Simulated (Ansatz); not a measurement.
Consider HgS in the zinc blende structure (space group F-43m, No. 216; a = 5.876 Å).

The change: cell and atoms relaxed at a pressure of 9 GPa.

Levels (all Ansatz, an electronic-structure program, PAW): PBEsol (420 eV, no spin-orbit coupling); PBEsol+SOC (420 eV, noncollinear with spin-orbit coupling).

The geometry is relaxed with PBEsol.

| Property | Result |
|---|---|
| PBEsol band gap | zero |
| PBEsol gap character | absent |
| PBEsol pressure | 9.0 GPa |

Task: How does going to PBEsol+SOC change the band gap, gap character, pressure and electron mass?

Result: The band gap changes from zero to 0.05 eV; the gap character becomes indirect, K–Γ (93 % along) → Γ (PBEsol: absent); the pressure drops by 0.9 GPa to 8.1 GPa; the electron mass is 0.36 mₑ (at Γ).

Single points use the geometry relaxed with PBEsol. A case with no gap was solved on a k-mesh chosen for an insulator, which is coarse for it. Differences between runs with and without spin-orbit coupling are approximate. Spin-orbit coupling, missing from the scalar runs, can matter with Hg. Load acts through the strain it causes; cell and atoms are relaxed under it. Masses are band curvatures over ±0.01 Å⁻¹ around the edge. Stability against distortions was not tested. Tetrahedral semiconductors of this kind turn to denser phases somewhere between about 1 and 50 GPa; those were not computed, so compressed cells here can lie past the real transition. The runs without spin-orbit coupling are not spin-polarised. The zero or small gap of HgS can change with the level of theory.
